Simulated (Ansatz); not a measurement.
Reference: monolayer As, PBE, rigid bands (plane waves, PAW, scalar-relativistic; Ansatz, a first-principles code); axes and stresses refer to this cell.

```
CELL_PARAMETERS angstrom
      3.60509     0.00000     0.00000
     -1.80254     3.12210     0.00000
      0.00000     0.00000    17.27314
ATOMIC_POSITIONS crystal
  As 0.66667 0.33333 0.54026
  As 0.33333 0.66667 0.45974
```

The hole conductivity mass is 0.29 mₑ. The band gap is 1.62 eV. The electron conductivity mass is 0.23 mₑ.

Change: uniaxial strain xx +4 %, other axes clamped. What happens to hole conductivity mass, band gap, electron conductivity mass?

hole conductivity mass shrinks to 0.193 mₑ; band gap decreases to 1.45 eV; electron conductivity mass goes up to 0.26 mₑ.

Masses are for dilute carriers at 300 K, harmonic means over directions unless an axis is named. Spin-orbit coupling is left out unless a row names it; without it hole values are far off for these elements. The structure type is held under load, also where the real crystal would transform.
